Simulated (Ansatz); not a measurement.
For HfGe2 (model structure, from the fluorite type, Fm-3m, No. 225), PBEsol (PAW; Ansatz, a quantum-chemistry and plane-wave program) gives:

| Item | Value |
|---|---|
| equilibrium lattice constant a | 6.354 Å |
| enthalpy of formation | 0.094 eV/atom |

What does PBE-D3(BJ) (plane waves, PAW; Ansatz) give for the same quantities?


- lattice constant a: 6.377 Å (goes up by 0.4 %)
- formation enthalpy: 0.106 eV/atom (increases by 0.012 eV/atom)

Changes are worked out from the printed values.

Unless a cell is named, each level is at its own relaxed cell (PBEsol 21.38, PBE-D3(BJ) 21.61 Å³/atom).

Levels without +SOC leave out spin–orbit coupling, which shifts energies and cells of such heavy elements.

Ansatz's density-functional and Hartree–Fock values are scalar-relativistic unless marked +SOC, with PAW data made under PBE.

A model structure was made by putting elements into a prototype or built by hand; it is no filed structure, need not be a known phase, and can be a saddle point held by its symmetry.
